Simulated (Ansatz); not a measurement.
Take ZrS₂ in the CdI2 type structure (space group P-3m1, No. 164; a = 3.578 Å, c = 5.540 Å; layered, stacked along the Cartesian z axis) as the base. Axes: x lies along a and z along c of the hexagonal cell.

The change: strain tensor (xx, yy, zz, yz, xz, xy) = (+1.59, +0.10, −0.96, −0.53, −0.08, −0.03) %; the atoms relax in the strained cell.

Levels (all Ansatz, an electronic-structure program, PAW): PBEsol-D3(BJ) (420 eV, no spin-orbit coupling); r2SCAN (500 eV, spin-orbit coupling left out).

The geometry is relaxed with PBEsol-D3(BJ).

PBEsol-D3(BJ) smallest direct gap: 1.07 eV
PBEsol-D3(BJ) lowest conduction level above the VBM at special points: V 0.30 eV; U 0.31 eV; R 0.34 eV; T 0.49 eV
PBEsol-D3(BJ) width of the top valence band: 2.35 eV

With r2SCAN at the same geometry, the smallest direct gap grows by 0.35 eV to 1.42 eV; the lowest conduction level above the VBM at special points changes from V 0.30 eV; U 0.31 eV; R 0.34 eV; T 0.49 eV to V 0.67 eV; U 0.67 eV; R 0.71 eV; T 0.84 eV; the width of the top valence band grows by 0.05 eV, from 2.35 eV to 2.40 eV.

Single points use the geometry relaxed with PBEsol-D3(BJ). No phonon test of stability was made. The zero or small gap of ZrS2 can change with the level of theory. k-point labels follow each cell's own Brillouin zone.
